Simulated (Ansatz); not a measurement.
Base system: AlRu in the CsCl type structure (space group Pm-3m, No. 221; a = 2.9832 Å; relaxed with 0.1 eV smearing). Axes: x, y, z lie along the cube axes.

Method: plane-wave PAW DFT at the r2SCAN level (Ansatz, an electronic-structure program, 500 eV), no spin-orbit coupling.

A first run, uniaxial strain ε_xx = +1.20 %, gives secant values C11 ≈ 330 GPa and C12 ≈ 150 GPa from its stress. A second run applies uniaxial stress, 5 GPa tension along z.

What does linear elasticity predict for Young's modulus in the second run, and what does the run give?

Linear elasticity: (C11 − C12)(C11 + 2 C12)/(C11 + C12) = 240 GPa. The run gives 230 GPa; any difference comes from nonlinear terms at these strains and numerical noise.

Beyond what the load breaks, stability against distortions was not tested. All final runs are without spin polarisation.
